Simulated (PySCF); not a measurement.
PySCF 2.14.0, HF/cc-pvdz, df: Fc1ccsc1-c1ccc2cc(-c3c(F)c(F)cc(F)c3F)ccc2c1, 35 atoms. The geometry is a generated start, not checked to be a minimum at this level.

```
Property                       Value
-------------------  ---------------
task                          energy
method                            hf
basis                        cc-pvdz
two-electron scheme  density fitting
mf.init_guess        minao (default)
mf.DIIS              CDIIS (default)
mf.diis_space            8 (default)
mf.conv_tol          1e-09 (default)
basis functions                  413
```

On 4 threads, 1 BLAS thread. Build: conda-forge: OpenMP (GNU), OpenBLAS with its own threads, libcint, Libxc. Each setting ran once; only counts and results are compared.

Values of mol.max_memory tried: 8000 MB, 4000 MB, 2000 MB, 1000 MB, 500 MB, 300 MB, 200 MB.

Q: How low can the memory setting go, and what changes on the way?

A: It runs down to 200 MB, the lowest tried, with the same result. At 8000 MB: fitted integrals in memory. From 1000 MB down: fitted integrals in a file.

```
mol.max_memory                        path  peak memory
--------------  --------------------------  -----------
8000 MB         fitted integrals in memory      2.8 GiB
4000 MB         fitted integrals in memory      2.2 GiB
2000 MB         fitted integrals in memory      1.6 GiB
1000 MB         fitted integrals in a file     0.58 GiB
500 MB          fitted integrals in a file     0.36 GiB
300 MB          fitted integrals in a file     0.27 GiB
200 MB          fitted integrals in a file     0.25 GiB
```

Peak memory is the kernel's count for the largest process, libraries included and scratch files not. The peak passes the setting at 200 MB: it is no hard cap.
